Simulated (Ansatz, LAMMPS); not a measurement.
# Si well of 13 atomic layers along [001] in random Si0.7Ge0.3, interfaces one step of a layer

Cell 16.67 × 16.67 × 54.95 Å, Si592Ge128, 720 atoms. Prepared with Tersoff's 1989 multicomponent potential (SiCGe.tersoff) (LAMMPS): minimisation. 

The numbers are results of PBE, support functions at accuracy medium on the grid of 370 eV (norm-conserving potentials; Ansatz, a program for electronic structure), not measurements.

Basis: localised support functions (accuracy medium) on a full density matrix. k-points: zone centre alone; occupations: Fermi-Dirac, 0.010 eV; spin polarisation not allowed. No spin-orbit coupling.

```
Item                                                                                               Result
----------------------------------------------  ---------------------------------------------------------
Kohn-Sham gap of the cell on its k-mesh                                                           0.38 eV
weight of the highest filled level on the well                                                       0.28
weight of the lowest empty level on the well                                                         0.92
coordination (neighbours within 2.858 Å)                                                   100.0 % 4-fold
Ge-Ge bonds, mean ± spread                                                                2.467 ± 0.007 Å
Ge-Si bonds, mean ± spread                                                                2.425 ± 0.007 Å
Si-Si bonds, mean ± spread                                                                2.383 ± 0.006 Å
bond angles, mean ± spread                                                                  109.5° ± 1.1°
pressure                                                                                        -0.98 GPa
cost of the final run                           around 70 core-minutes (rough), 16 SCF iterations, 15 GiB
```
